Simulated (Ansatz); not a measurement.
## MoS2 under a change: S → Si

Take MoS2 in the 2H-MoS2 type structure (space group P6_3/mmc, No. 194; a = 3.109 Å, c = 11.709 Å; layered, stacked along the Cartesian z axis) as the base.

The change: every S is replaced by Si, then cell and atoms are relaxed.

Level of theory: DFT with PBEsol-D3(BJ), PAW potentials and a 420 eV plane-wave cutoff in Ansatz (a quantum-chemistry and plane-wave program), no SOC. Γ-centred 19×19×4 mesh, Fermi–Dirac width 0.05 eV, for the changed cell.

```csv
quantity,base,changed,shift
volume per atom,16.34 Å³,13.74 Å³,-2.594 Å³
density,5.42 g/cm³,6.13 g/cm³,+0.703 g/cm³
c/a ratio,3.766,4.061,+0.295
space group,P6_3/mmc (No. 194),P6_3/mmc (No. 194),–
shortest interatomic distance,2.380 Å,2.522 Å,+0.1413 Å
band gap,0.52 eV,zero,–
```

Final structure:

```
CELL_PARAMETERS angstrom
      2.86210     0.00000     0.00000
     -1.43105     2.47865     0.00000
      0.00000     0.00000    11.62246
ATOMIC_POSITIONS crystal
  Mo 0.33333 0.66667 0.25000
  Mo 0.66667 0.33333 0.75000
  Si 0.33333 0.66667 0.58194
  Si 0.66667 0.33333 0.08194
  Si 0.66667 0.33333 0.41806
  Si 0.33333 0.66667 0.91806
```

Cost of the whole job for the changed cell (relaxation, final SCF and bands): roughly 100 core-seconds.

Whether these cells are dynamically stable was not tested. As relaxed here, MoSi2 is a hypothetical phase, not in the database extracts checked. The final runs are not spin-polarised. MoSi2 has a high density of states at the Fermi level and may be magnetic at this level. The program warned that a D3 coordination switch lies within reach, so dispersion energies are less smooth here.
